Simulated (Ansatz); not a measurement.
NiAs-type NiSb, treated with PBEsol in Ansatz (plane waves, PAW).

Total energies, extrapolated to zero smearing (they compare only within this program, potentials and cutoff):

Magnetic elements are taken in their magnetic phases.

```
system                   energy (eV/atom)
-----------------------  ----------------
NiAs-type NiSb, relaxed        -6106.8404
fcc Ni                         -5804.9745
rhombohedral A7 Sb             -6408.0860
```

Question: Work out the enthalpy of formation per atom.

Answer: ΔH_f ≈ ΔE = -6106.8404 − [1 × (-5804.9745) + 1 × (-6408.0860)]/2 = -0.310 eV/atom (0 K, no vibrations). The reference value is -0.34 eV/atom (measured, 298 K, no zero-point or thermal correction, our sources range from -0.434 to -0.340; as tabulated in Zhang et al. (2018), doi:10.1038/s41524-018-0065-z), a difference of +0.030 eV/atom.

Spin–orbit coupling is left out; its size isn't shown.

The PAW data were made under PBE.

Ansatz is a first-principles code.
